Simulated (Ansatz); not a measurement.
Si on the O site in alpha quartz (start: the O site; 243-site cell, Γ-point sampling). The numbers are results of PBE, PAW (plane waves to 420 eV; Ansatz, a program for electronic structure), not measurements. Total energies of the localised charge states, counted from that of charge +3, and their image corrections (point charge with alignment); the host's valence-band maximum lies at 1.990 eV on the cells' energy zero and its gap is 5.68 eV.

```json
[
 {"charge": "+3", "moment (μB)": "1.0", "E − E(first) (eV)": "0.000", "correction (eV)": "2.470"},
 {"charge": "+2", "moment (μB)": "not spin-polarised", "E − E(first) (eV)": "4.242", "correction (eV)": "1.100"},
 {"charge": "+1", "moment (μB)": "1.0", "E − E(first) (eV)": "8.210", "correction (eV)": "0.321"}
]
```

Problem. Derive the transition levels above the valence-band maximum and say which of them are thermodynamic.

Solution. A level is the Fermi energy at which two charges have equal formation energy: ε(q/q′) = [E(q′) + corr(q′) − E(q) − corr(q)] / (q − q′) − E_VBM.
ε(+3/+2) = [(4.242 + 1.100) − (0.000 + 2.470)] / 1 − 1.990 = 0.88 eV
ε(+2/+1) = [(8.210 + 0.321) − (4.242 + 1.100)] / 1 − 1.990 = 1.20 eV
Thermodynamic levels at least 0.1 eV inside the gap: (+3/+2) at 0.88 eV; (+2/+1) at 1.20 eV. Corrections reach 2.47 eV, so the outer levels may be off by several tenths of an eV. Charges with a result: +3, +2, +1. Others weren't obtained, and one of them could lie lower, also by skipping a charge. The geometries come from one start. Flagged in the runs: a host whose relaxation on this sampling wasn't shown to rest, a strain field that reaches the edge of the cell, zone-centre sampling.
